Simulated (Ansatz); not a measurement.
Worked example: self-consistent single point of Ca (Fm-3m, 1 atom in the cell) in Ansatz (an electronic-structure program).

Computed with PBE (plane waves, PAW; Ansatz).

The change in words: lattice scaled by 0.98. Reference geometry:
```
CELL_PARAMETERS angstrom
      0.00000     2.79000     2.79000
      2.79000     0.00000     2.79000
      2.79000     2.79000     0.00000
ATOMIC_POSITIONS crystal
  Ca 0.00000 0.00000 0.00000
```

Reference input (self-consistent single point, DFT, PBE, plane waves, default PAW files): kpoints.mp_grid.grid = 8 8 8; hamiltonian.xc = pbe; hamiltonian.pseudopotentials = {kind: paw} (the program's default PAW files); scf.occupations.method = gaussian; scf.occupations.width = 0.0147 Ry. This run's input differs from it in these lines:

```diff
@@ -2,5 +2,5 @@
   lattice:
-    - [0.00000000, 2.79000000, 2.79000000]
-    - [2.79000000, 0.00000000, 2.79000000]
-    - [2.79000000, 2.79000000, 0.00000000]
+    - [0.00000000, 2.73420000, 2.73420000]
+    - [2.73420000, 0.00000000, 2.73420000]
+    - [2.73420000, 2.73420000, 0.00000000]
   atoms:
```

Output (repeated stretches shortened):

```
SCF iter   1: F=—  HF=-1816.871048 eV  |F-HF|=—  |Δ(HF+E_count)|=         —  Δρ=7.07e-4  dr2=1.54e-4  ethr=1.77e-3  ⟨swp⟩=5.2  Hψ=1972  notcnv=0
all-band conjugate gradients solve this SCF's bands
preconditioner: auto → none
SCF iter   2: F=—  HF=-1816.871095 eV  |F-HF|=—  |Δ(HF+E_count)|=   4.77e-5  Δρ=4.11e-4  dr2=4.22e-5  ethr=1.54e-6  ⟨swp⟩=2.1  Hψ=632  notcnv=0
SCF iter   3: F=—  HF=-1816.871179 eV  |F-HF|=—  |Δ(HF+E_count)|=   8.40e-5  Δρ=1.18e-4  dr2=8.33e-6  ethr=4.22e-7  ⟨swp⟩=2.0  Hψ=296  notcnv=0
SCF iter   4: F=—  HF=-1816.871177 eV  |F-HF|=—  |Δ(HF+E_count)|=   2.57e-6  Δρ=4.37e-5  dr2=9.19e-7  ethr=8.33e-8  ⟨swp⟩=2.4  Hψ=396  notcnv=0
SCF iter   5: F=—  HF=-1816.871177 eV  |F-HF|=—  |Δ(HF+E_count)|=   1.12e-9  Δρ=1.95e-5  dr2=2.52e-7  ethr=9.19e-9  ⟨swp⟩=2.0  Hψ=414  notcnv=0
SCF iter   6: F=-1816.871177 eV  HF=-1816.871177 eV  |F-HF|=2.90e-8  |Δ(HF+E_count)|=   1.01e-7  Δρ=7.55e-6  dr2=3.54e-8  ethr=1.00e-9  ⟨swp⟩=4.9  Hψ=1368  notcnv=0
SCF 1 converged in 6 iterations: F = -1816.871177 eV  dr2 = 3.54e-8
Free energy (F): -1816.871177 eV
Internal energy: -1816.846791 eV  (E = F + TS)
E sigma→0 (E₀):  -1816.858984 eV
Entropy (-TS):   -0.024385 eV (-24.385 meV/atom)
Fermi energy:    5.143030 eV
--- Forces (eV/Å), atoms counted from 1 ---
  atom   1  Ca     0.00000000     0.00000000    -0.00000000
--- Stress (GPa, compression-positive) ---
        0.585083       0.000000       0.000000
        0.000000       0.585083       0.000000
        0.000000       0.000000       0.585083
  P = ⅓ Tr σ = 0.5851 GPa (5.851 kbar)
  The stress holds the Pulay correction. Without it, at fixed plane waves, as pw.x and ABINIT print it: P = 0.5788 GPa
```

The run converged in 6 iterations. Against the reference run the free energy hardly moves (within 1 meV/atom) and the pressure goes from -0.47 to 0.59 GPa.

The starting cell has typed, rounded lattice constants, without a prior relaxation at this level. For this run, on top of that: lattice scaled by 0.98. Ansatz's pressure includes its estimate of the finite-basis (Pulay) stress.

Keys are those of Ansatz 0.2.
